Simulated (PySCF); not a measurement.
PySCF 2.14.0, HF/cc-pvtz, df: B(Cl)(Vi)2 (C=CB(Cl)C=C), 12 atoms. The geometry is a generated start, not checked to be a minimum at this level.

```json
{
 "task": "energy",
 "method": "hf",
 "basis": "cc-pvtz",
 "two_electron_scheme": "density fitting",
 "mf.init_guess": "minao (default)",
 "mf.DIIS": "CDIIS (default)",
 "mf.diis_space": "8 (default)",
 "mf.conv_tol": "1e-09 (default)",
 "basis_functions": "268"
}
```

On 4 threads, 1 BLAS thread. Build: conda-forge: OpenMP (GNU), OpenBLAS with its own threads, libcint, Libxc. Single runs; times are not shown.

Values of mol.max_memory tried: 8000 MB, 4000 MB, 2000 MB, 1000 MB, 500 MB, 300 MB, 200 MB.

### Question
What happens as the memory setting falls?

### Answer
It runs down to 200 MB, the lowest tried, with the same result. At 8000 MB: fitted integrals in memory. From 300 MB down: fitted integrals in a file.

```csv
mol.max_memory,path,peak memory
8000 MB,fitted integrals in memory,0.50 GiB
4000 MB,fitted integrals in memory,0.50 GiB
2000 MB,fitted integrals in memory,0.50 GiB
1000 MB,fitted integrals in memory,0.50 GiB
500 MB,fitted integrals in memory,0.36 GiB
300 MB,fitted integrals in a file,0.20 GiB
200 MB,fitted integrals in a file,0.17 GiB
```

Peak memory is the kernel's count for the largest process, libraries included and scratch files not.
